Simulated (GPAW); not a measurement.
## How far to go with the plane-wave cutoff: NiPt (P4mm, 2 atoms in the cell)

```
NiPt
1.0
    2.69639     0.00000     0.00000
    0.00000     2.69639     0.00000
    0.00000     0.00000     3.56043
Ni Pt
1 1
Cartesian
  1.34820   1.34820   1.83021
  0.00000   0.00000   0.00000
```
Moments meant for the start (each program seeds them in its own way; μB, in the order of the atoms Ni Pt): 2.0 1.0.

Computed with PBEsol, GPAW PAW datasets PBEsol (made by gpaw-setup) (plane waves; GPAW).

Base settings: spinpol = true; mode = pw; ecut = 850 eV; xc = PBEsol; kpts = 4 4 3; mesh shift (steps) = 0 0 0; occupations.name = fermi-dirac; occupations.width = 0.1 eV; nbands = -10; convergence.density = 1e-05 e/electron.

The mesh stays at the base's, so the ladder's end is converged at best in this setting alone.

Only quantities that move along the ladder and can be compared are tabulated.

The count of work is k-points × plane waves × bands × iterations; it is no time. 

The starting cell comes from a database of computed structures (which also holds hypothetical and non-ambient phases and stackings), without a prior relaxation at this level. Its lattice was rescaled by up to half a per cent. One atom was moved a little off its site on purpose. The starting moments vanished: the run ended non-magnetic, which need not be the lowest state. Without a gap this mesh is coarse (it stands for a supercell whose shortest vector is 11 Å).

Steps (ecut): 300 eV; 340 eV; 380 eV; 425 eV; 470 eV; 595 eV; 765 eV; 850 eV; 1020 eV; 1275 eV; 1700 eV; 2040 eV.

What is the coarsest ecut that holds the free energy within 2 meV/atom of the last step, with all finer ones?

595 eV, at 0.16 of the last step's count of work; the step before is off by 7.7 meV/atom.

What is the coarsest ecut that holds the pressure within 0.05 GPa of the last step, with all finer ones?

765 eV, at 0.23 of the last step's count of work; the step before is off by 0.06 GPa.

What is the coarsest ecut that holds the forces within 0.005 eV/Å of the last step, with all finer ones?

380 eV, at 0.067 of the last step's count of work; the step before is off by 0.009 eV/Å.

```csv
ecut,free energy less the last step's (meV/atom),pressure (GPa),largest difference of a force vector from the last step's (eV/Å),count of work / last
300 eV,248.32,-12.47,0.018,0.047
340 eV,126.35,-9.53,0.009,0.059
380 eV,59.69,-6.79,0.001,0.067
425 eV,22.01,-4.63,0.001,0.081
470 eV,7.74,-3.58,0.000,0.090
595 eV,0.49,-2.95,0.001,0.16
765 eV,-0.02,-2.90,0.002,0.23
850 eV,-0.03,-2.90,0.003,0.26
1020 eV,-0.03,-2.90,0.000,0.34
1275 eV,-0.02,-2.89,0.003,0.44
1700 eV,-0.01,-2.90,0.001,0.68
2040 eV,0.00,-2.89,0.000,1.0
```

At the lowest cutoff the pressure lies 9.6 GPa under the last step's, the usual sign of Pulay stress in an incomplete plane-wave basis.
